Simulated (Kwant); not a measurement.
System: quantum point contact (saddle potential) in a InSb two-dimensional gas. Effective mass 0.014 mₑ, grid spacing 10 nm, hard walls, nominal width 200 nm (19 grid rows, so walls 200 nm apart), one parabolic valley, scattering region 600 nm long along x; energies count from the band bottom; Fermi energy 0.011 eV. Potential (V0 + ½k y²) cos²(πx/L) for |x| < L/2, with V0 swept from 0.0059535 to 0 eV, k = 5.1e-06 eV/nm², L = 430 nm. Perpendicular field 0.1 T, also in the leads; orbital effect alone.

Constants are typed, rounded textbook-type inputs, not results; the design itself was drawn at random and stands for no fabricated device.

Model: effective-mass tight-binding model on a square grid, one spin, coherent transport at 0 K (Kwant). Conductance is in e²/h.

Density of the scattering states that come in from the left lead, at gate = 0.0044867 eV, in bins, relative to the largest site value (x marks bins outside the device):

```
|33322210000000000000000000000000000000000000|
|88887632222100000000000000000000000000000000|
|98888742343211100000000000000000000000000000|
|44345421344322211000000000000000000000000000|
|11012200233223332100000000000000000000000000|
|44323321221123443210000000000000000000000000|
|99866643210013443211000000000000000000000000|
|99976643221112332211100000000000000000000000|
|44443322222211111111111110000000000000000000|
|01221111123321111111111111110000000000000000|
|44443322222221111111111111110000000000000000|
|99976653321112333221111111000000000000000000|
|99876643321013443321110000000000000000000000|
|44333322221123443211000000000000000000000000|
|21112211233223332110000000000000000000000000|
|54456522344322211000000000000000000000000000|
|99999743343211100000000000000000000000000000|
|98887632222100000000000000000000000000000000|
|33332210000000000000000000000000000000000000|
```
Scale: ten equal steps from 0.000 (start of '0') to 0.980 (end of '9'), in the order '0123456789'; x runs from -283 to 283, y from -85.9 (bottom) to 85.9 (top).

The conductance there is 1.02 e²/h with 4 open channel(s) in the leads.
